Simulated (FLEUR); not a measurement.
A self-consistent single point of TiOs (Pm-3m, 2 atoms in the cell) with FLEUR.

Level of theory: FLEUR with PBEsol, all-electron FLAPW (FLEUR), scalar-relativistic valence.

The change in words: lattice scaled by 0.98. Reference geometry:
```
TiOs
1.0
    3.08463     0.00000     0.00000
    0.00000     3.08463     0.00000
    0.00000     0.00000     3.08463
Ti Os
1 1
Direct
  0.50000   0.50000   0.50000
  0.00000   0.00000   0.00000
```

Reference input (self-consistent single point, DFT, PBEsol, all-electron FLAPW (FLEUR), scalar-relativistic valence): Kmax = 4.4 1/bohr; GmaxXC = 13.2 1/bohr; xcFunctional = PBEs; jspins = 1; l_soc = F; mode = gauss; fermiSmearingEnergy = 0.00367493 Htr; mesh (inpgen div1-3) = 14 14 14; inpgen gamma flag = true; Gmax = 13.2 1/bohr; numbands = 0; maxIterBroyd = 15. This run's input differs from it in these lines:

```diff
@@ -3,5 +3,5 @@
 &input film=f /
-5.8291058958 0.0000000000 0.0000000000
-0.0000000000 5.8291058958 0.0000000000
-0.0000000000 0.0000000000 5.8291058958
+5.7125230220 0.0000000000 0.0000000000
+0.0000000000 5.7125230220 0.0000000000
+0.0000000000 0.0000000000 5.7125230220
 1.0
@@ -44,5 +44,5 @@
          <bravaisMatrix>
-            <row-1>    5.8291058957999997     0.0000000000000000     0.0000000000000000</row-1>
-            <row-2>    0.0000000000000000     5.8291058957999997     0.0000000000000000</row-2>
-            <row-3>    0.0000000000000000     0.0000000000000000     5.8291058957999997</row-3>
+            <row-1>    5.7125230220000001     0.0000000000000000     0.0000000000000000</row-1>
+            <row-2>    0.0000000000000000     5.7125230220000001     0.0000000000000000</row-2>
+            <row-3>    0.0000000000000000     0.0000000000000000     5.7125230220000001</row-3>
          </bravaisMatrix>
```

Output (repeated stretches shortened):

```
 Iteration:     1   Distance:      14.92070558 me/bohr^3
 Iteration:     2   Distance:      13.64483161 me/bohr^3
 Iteration:     3   Distance:       7.39372678 me/bohr^3
 Iteration:     4   Distance:       7.63342057 me/bohr^3
 Iteration:     5   Distance:       6.99576026 me/bohr^3
   [... 9 lines left out ...]
 Iteration:    15   Distance:       0.00003906 me/bohr^3
 Iteration:    16   Distance:       0.00003289 me/bohr^3
 Iteration:    17   Distance:       0.00001995 me/bohr^3
 Iteration:    18   Distance:       0.00000929 me/bohr^3
 Run finished successfully
 Stop message:
   Structural relaxation: Done

[file out, last iteration]
             iter=     19
[...]
          total density-effective poten   -3.1546404230E+04
          total charge density-energy d   -3.7753298020E+02
 Updated energy parameters for spin:           1
[...]
 fermi energy and band-weighting factors:

[...]
FERMIE:
          first approx. to ef    (T=0)  :   0.593263 htr   (energy of the highest occ. eigenvalue)
          number of occ. states  (T=0)  :       1558
          first approx. to seigv (T=0)  :  -7.519977 htr
          sum of weights of occ. states :  13.003280
          sum of semicore charge        :   0.000000 e
          fermi energy=   0.59191 har   work function= -16.10669 ev
          number of valence electrons=  26.00000
     band-weighting factor for spin=    1
   [... lines left out ...]
          total moment                 =     0.00000
 Direct bandgap for spin            1 :    1.5002838817365083E-002  Htr
 ---->    free energy=                    -18129.9733543217 htr
   [... lines left out ...]
      extrapolation for T->0
 ---->    total electron energy=          -18129.9733543217 htr
 ***** TOTAL FORCES ON ATOMS *****
 TOTAL FORCE FOR ATOM TYPE=  1  X=  2.856   Y=  2.856   Z=  2.856
                       FX_TOT= 0.000000 FY_TOT= 0.000000 FZ_TOT= 0.000000
 TOTAL FORCE FOR ATOM TYPE=  2  X=  0.000   Y=  0.000   Z=  0.000
                       FX_TOT= 0.000000 FY_TOT= 0.000000 FZ_TOT= 0.000000
 Structural relaxation: Done
```

The run converged in 18 iterations. FLEUR gives forces in its relaxation mode, with a further iteration, so its stop message speaks of a relaxation. Against the reference run the total energy goes up by 16.7 meV/atom.

The starting cell comes from a database of computed structures (which also holds hypothetical and non-ambient phases and stackings), without a prior relaxation at this level. For this run, on top of that: lattice scaled by 0.98. Spin-orbit coupling is off. Spin polarisation is off. Values depend on the basis (sphere radii, cutoffs, local orbitals), which need not be converged. The log's line on a gap gives a spacing of levels on this mesh, which the program prints for metals too.

Cost on one core of a shared machine: roughly 2 min.
